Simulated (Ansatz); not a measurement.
## Pressure series in La

The reference is La (space group P6_3/mmc, No. 194; a = 3.6613 Å, c = 11.7179 Å).

Cell and atoms are relaxed at each pressure.

Method: PBEsol (Ansatz, a first-principles code, PAW, without spin-orbit coupling), earlier PAW set.

Notes on the quantities. enthalpy: H = E + PV relative to the base's energy.

| variant | lattice parameter a | c/a ratio | enthalpy |
|---|---|---|---|
| base | 3.661 Å | 3.201 | – |
| pressure −2 GPa | 3.762 Å | 3.204 | -0.44 eV/atom |
| pressure −1 GPa | 3.709 Å | 3.202 | -0.22 eV/atom |
| pressure 3 GPa | 3.544 Å | 3.198 | +0.60 eV/atom |
| pressure 7 GPa | 3.428 Å | 3.204 | +1.33 eV/atom |
| pressure 15 GPa | 3.266 Å | 3.209 | +2.63 eV/atom |
| pressure 30 GPa | 3.088 Å | 3.247 | +4.71 eV/atom |
| pressure 50 GPa | 2.967 Å | 3.266 | +7.14 eV/atom |
| pressure 75 GPa | 2.880 Å | 3.276 | +9.89 eV/atom |
| pressure 100 GPa | 2.817 Å | 3.281 | +12.45 eV/atom |

Load acts through the strain it causes; cell and atoms are relaxed under it. Stability against distortions was not tested. No other phases were tried under pressure.
